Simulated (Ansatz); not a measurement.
For Ta2Ge (model structure, started from the Ni2In type, P6₃/mmc, No. 194, 6 atoms in the cell), PBEsol (plane waves, PAW; Ansatz, a program for electronic structure) gives:

| Item | Value |
|---|---|
| lattice constant a | 4.592 Å |
| lattice parameter c | 5.412 Å |
| formation enthalpy | -0.123 eV/atom |

Question: What does PBE-D3(BJ) (plane waves, PAW; Ansatz) give for the same quantities?

Answer: 
- lattice constant a: 4.596 Å (goes up by 0.1 %)
- lattice parameter c: 5.420 Å (goes up by 0.1 %)
- formation enthalpy: -0.125 eV/atom (moves by -0.002 eV/atom)

Changes are worked out from the printed values.

Unless a cell is named, each level is at its own relaxed cell (PBEsol 16.47, PBE-D3(BJ) 16.52 Å³/atom).

Levels without +SOC leave out spin–orbit coupling, which shifts energies and cells of such heavy elements.

Ansatz's density-functional and Hartree–Fock values are scalar-relativistic unless marked +SOC, with PAW data made under PBE.

A model structure was made by putting elements into a prototype or built by hand; it is no filed structure, need not be a known phase, and can be a saddle point held by its symmetry.
